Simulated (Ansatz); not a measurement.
Effect of Sn → W on SnTe

Consider SnTe in the rock salt structure (space group Fm-3m, No. 225; a = 6.370 Å).

The change: W takes the place of Sn on all its sites; the structure is relaxed again.

Calculations: r2SCAN (Ansatz, an electronic-structure program), no spin-orbit coupling. k-mesh 14×14×14 (Γ-centred); smearing 0.05 eV (Fermi–Dirac), for the changed cell.

The density rises by 5.68 g/cm³ (6.33 g/cm³ → 12.01 g/cm³) and the lattice parameter a shrinks by 0.806 Å to 5.564 Å. The space group stays Fm-3m (No. 225) and the shortest interatomic distance falls by 0.403 Å to 2.782 Å. The band gap becomes zero (base: 0.13 eV).

Spin-orbit coupling, missing from the scalar runs, can matter with Te. No phonon test of stability was made. As relaxed here, WTe is a hypothetical phase, not in the database extracts checked. All final runs are without spin polarisation. WTe has a high density of states at the Fermi level and may be magnetic at this level. A zero or small gap of SnTe can be the functional's error rather than a property of the material.
